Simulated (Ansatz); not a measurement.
# Sc: pressure −1 GPa

Take Sc in the hcp (Mg type) structure (space group P6_3/mmc, No. 194; a = 3.277 Å, c = 5.085 Å) as the base.

Perturbation: hydrostatic tension (pressure −1 GPa).

Level of theory: plane-wave PAW DFT at the PBEsol level (Ansatz, an electronic-structure program, 420 eV), no SOC. Settings: 16×16×9 k-points, 0.05 eV Fermi–Dirac smearing.

The volume per atom rises by 0.43 Å³ (23.65 Å³ → 24.08 Å³) and the density drops by 0.06 g/cm³, from 3.16 g/cm³ to 3.10 g/cm³. The lattice parameter a goes up by 0.0194 Å to 3.297 Å and the c/a ratio is still 1.552. The shortest interatomic distance grows by 0.020 Å, from 3.169 Å to 3.189 Å and the band gap remains zero.

Cost of the whole job for the changed cell (relaxation, final SCF and bands): very roughly 17 core-seconds.

Load acts through the strain it causes; cell and atoms are relaxed under it. Stability against distortions was not tested. All final runs are without spin polarisation.
